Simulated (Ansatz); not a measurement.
Pressure series in ZnGeP2

Base system: ZnGeP2 in the chalcopyrite structure (space group I-42d, No. 122).

```
CELL_PARAMETERS angstrom
     -2.71210     2.71210     5.35473
      2.71210    -2.71210     5.35473
      2.71210     2.71210    -5.35473
ATOMIC_POSITIONS crystal
  Zn 0.75000 0.25000 0.50000
  Zn 0.00000 0.00000 0.00000
  Ge 0.25000 0.75000 0.50000
  Ge 0.50000 0.50000 0.00000
  P  0.12667 0.12500 0.50167
  P  0.62333 0.62500 0.49833
  P  0.37500 0.87333 0.99833
  P  0.87500 0.37667 0.00167
```

Cell and atoms are relaxed at each pressure.

Computed with plane-wave PAW DFT at the PBEsol level (Ansatz, a program for electronic structure, 420 eV), scalar-relativistic without spin-orbit coupling.

Candidates:
(a) pressure 10 GPa
(b) pressure 0.7 GPa
(c) pressure 1.5 GPa
(d) pressure −1 GPa
(e) pressure 3 GPa

Before the change:

| Quantity | Result |
|---|---|
| Smallest direct gap | 1.24 eV |

**Question.** Order them by smallest direct gap, lowest first.

**Answer.** (a) pressure 10 GPa (1.01 eV), (e) pressure 3 GPa (1.17 eV), (c) pressure 1.5 GPa (1.20 eV), (b) pressure 0.7 GPa (1.22 eV), (d) pressure −1 GPa (1.27 eV)

Load acts through the strain it causes; cell and atoms are relaxed under it. No phonon test of stability was made. Competing high-pressure phases were not computed.
